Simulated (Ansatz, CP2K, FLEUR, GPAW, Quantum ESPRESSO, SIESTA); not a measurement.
# Sr2CdAu3 (Cm, 6 atoms in the cell) computed with different codes at matched settings

Self-consistent single point.

```yaml
crystal:
  lattice:
    - [5.60694, -2.43718, 0.00000]
    - [5.60694, 2.43718, 0.00000]
    - [-5.12001, 0.00000, 5.72055]
  atoms:
    - { symbol: Sr, position: [0.54445, 0.54445, 0.80042] }
    - { symbol: Sr, position: [0.45426, 0.45426, 0.20499] }
    - { symbol: Cd, position: [0.16590, 0.16590, 0.60156] }
    - { symbol: Au, position: [0.84183, 0.84183, 0.39084] }
    - { symbol: Au, position: [0.83258, 0.83258, 0.79222] }
    - { symbol: Au, position: [0.16099, 0.16099, 0.20996] }
```

All programs got the same cell, k-point mesh and kind of occupations (in Ansatz's words: kpoints.mp_grid.grid = 4 4 3; scf.occupations.method = gaussian; scf.occupations.width = 0.05 eV); potentials, basis and cutoffs are each program's usual ones.

```csv
code,model,pressure (GPa),largest force (eV/Å),k-points,cutoff
CP2K,"LDA (Pade form), GPW, DZVP-MOLOPT-SR-GTH basis, GTH-PADE potentials (GTH_POTENTIALS)",-4.14,0.087,26,grid 500 Ry
FLEUR,"LDA (Perdew-Zunger), all-electron FLAPW (FLEUR), scalar-relativistic valence",–,0.112,17,Kmax 4.1 1/bohr
SIESTA,"LDA PW92, numerical atomic orbitals DZP, PseudoDojo LDA standard norm-conserving potentials (rewritten from UPF to PSML)",-6.18,0.317,28,grid 400 Ry
Quantum ESPRESSO,"LDA (PZ), GBRV 1.5 ultrasoft (LDA) pseudopotentials",-5.74,0.112,17,40 Ry
Ansatz,"LDA (PW92), PAW files made with PBE",-5.64,0.113,17,default
GPAW,"LDA (Perdew-Wang 92), GPAW PAW datasets LDA (gpaw-data 1.0.1)",-5.24,0.108,17,600 eV
```

Size of the force on each atom (eV/Å): Sizes of forces hide their directions.

```
code                Sr1    Sr2    Cd3    Au4    Au5    Au6
----------------  -----  -----  -----  -----  -----  -----
CP2K              0.050  0.087  0.086  0.044  0.045  0.049
FLEUR             0.080  0.112  0.082  0.025  0.042  0.054
SIESTA            0.070  0.003  0.059  0.253  0.317  0.204
Quantum ESPRESSO  0.081  0.112  0.079  0.038  0.052  0.049
Ansatz            0.080  0.113  0.082  0.023  0.041  0.053
GPAW              0.075  0.108  0.082  0.045  0.062  0.069
```

A dash marks a value that a program does not give, or that is left out as unsure.

The spread over the programs that give each value: pressure within 2.04 GPa; largest force within 0.230 eV/Å.

The starting cell comes from a database of computed structures (which also holds hypothetical and non-ambient phases and stackings), without a prior relaxation at this level. Its lattice was rescaled by a random factor within 2.5 % of one. On Ansatz's run: Spin-orbit coupling is off. In the base run, with a pressure of about -6 GPa the cell is away from its equilibrium volume at this level.

### Question
Why do the programs differ, and what cannot be compared?

### Answer
Differences of this kind can come from the potentials, where these differ, and from what each basis and cutoff leave unconverged. The valence holds different numbers of electrons (CP2K 65, FLEUR 89, SIESTA 97, Quantum ESPRESSO 65, Ansatz (a first-principles code) 97, GPAW 65). The zero of total energies and Fermi levels follows the potentials and each program's conventions, so they are not compared here. CP2K and SIESTA use small atom-centred bases, whose incompleteness enters pressures, forces and empty levels differently from a plane-wave cutoff. FLEUR treats all electrons, but the usual bases taken here (sphere radii, linearisation, local orbitals, empty states) were not tested for convergence, so the values are no reference for the others. Ansatz's pressure is given at a fixed set of plane waves, as the other plane-wave codes print theirs. The same LDA comes in different parametrisations, which differ slightly. The programs reduce the same mesh by symmetry to different extents, which changes the work and not the result. In the pressure, CP2K (by 1.50) lies more than 1 GPa from the median of the plane-wave programs. In the force vectors, SIESTA (by 0.278) lies more than 0.08 eV/Å from the median of the plane-wave programs.

Left out of this page: ABINIT (failed or unconverged); Elk (not drawn, or without a comparable value).

Keys are those of Ansatz 0.2.
